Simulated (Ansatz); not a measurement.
Start from C in the diamond structure (space group Fd-3m, No. 227; a = 3.554 Å). Axes: x, y, z lie along the cube axes.

The values are results of PBEsol in Ansatz (plane waves to 420 eV, PAW, no spin-orbit coupling), not measurements.

Base values:

* **Shortest interatomic distance**: 1.539 Å
* **Band gap**: 4.03 eV

Now apply this change: biaxial strain −1.00 %, plane normal [001], relaxed out of plane (Cartesian); in-plane vectors clamped, the third vector and the atoms free.

### Question
Predict the new shortest interatomic distance, out-of-plane strain, energy relative to the base and band gap.

### Answer
The shortest interatomic distance decreases by 0.009 Å, from 1.539 Å to 1.530 Å; the out-of-plane strain comes out as +0.26 %; the energy goes up by 4.2 meV/atom; the band gap shrinks by 0.13 eV (4.03 eV → 3.90 eV).

Stability against distortions was not tested.

Ansatz is a program for electronic structure.
